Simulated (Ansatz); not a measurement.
A 24-atom cell of (Ti,Zr)Si2 started in the ZrSi2 (C49) type structure, site fractions Ti 0.875, Zr 0.125, short-range order -0.14 in the first shell of the mixed sites (0 is random, a negative value favours unlike neighbours), space group Cm at the end. The mixed sublattice has 8 sites.

The mixing enthalpy is taken against the end members in the ZrSi2 (C49) type type (which need not be the stable form of TiSi2 and ZrSi2), relaxed in the same cell and mesh.

Method: PBE (plane waves to 420 eV, PAW; Ansatz, a first-principles code). No spin–orbit coupling; the runs are not spin-polarised. Its k-point mesh 6×5×5, Fermi–Dirac width 0.05 eV.

| cell | energy at zero smearing (eV) |
|---|---|
| TiSi2 | -30183.859 |
| ZrSi2 | -43659.606 |
| Ti7ZrSi16 | -31868.079 |

Problem. Work out the mixing enthalpy per mixed site and the interaction parameter Ω of a regular solution.

Solution. With x = 1/8 of the second end member, ΔH = [-31868.079 − 7/8 × (-30183.859) − 1/8 × (-43659.606)] / 8 = 31 meV against the separate end members. Ω = ΔH / x(1 − x) = 283 meV.
